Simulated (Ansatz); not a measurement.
**BN (model structure, started from the BeO type, P4₂/mnm, No. 136, 8 atoms in the cell)**

Level of theory: r²SCAN (Ansatz, a first-principles code, PAW).

Numerical settings: plane-wave cutoff 560 eV, 8×8×14 k mesh (along the axes of the cell as run), Fermi–Dirac smearing 0.01 eV, scalar-relativistic PAW data made under PBE.

Cell (relaxed at this level):

```
CELL_PARAMETERS angstrom
      4.40262     0.00000     0.00000
      0.00000     4.40262     0.00000
      0.00000     0.00000     2.53883
ATOMIC_POSITIONS crystal
  B  0.32582 0.67418 0.00000
  B  0.67418 0.32582 0.00000
  B  0.82582 0.82582 0.50000
  B  0.17418 0.17418 0.50000
  N  0.31228 0.31228 0.00000
  N  0.68772 0.68772 0.00000
  N  0.18772 0.81228 0.50000
  N  0.81228 0.18772 0.50000
```

For BN (model structure, started from the BeO type, P4₂/mnm, No. 136, 8 atoms in the cell), the band gap is 5.32 eV (indirect) and the smallest direct gap on the k points sampled is 6.48 eV. The Γ–Γ gap is 7.73 eV.

Note: the relaxation could raise the start's symmetry but not lower it, so the cell can be a saddle point.

Computed values are for the static lattice.

It cost around 28 core-seconds (rough) of CPU time.

A model structure was made by putting elements into a prototype or built by hand; it is no filed structure, need not be a known phase, and can be a saddle point held by its symmetry.
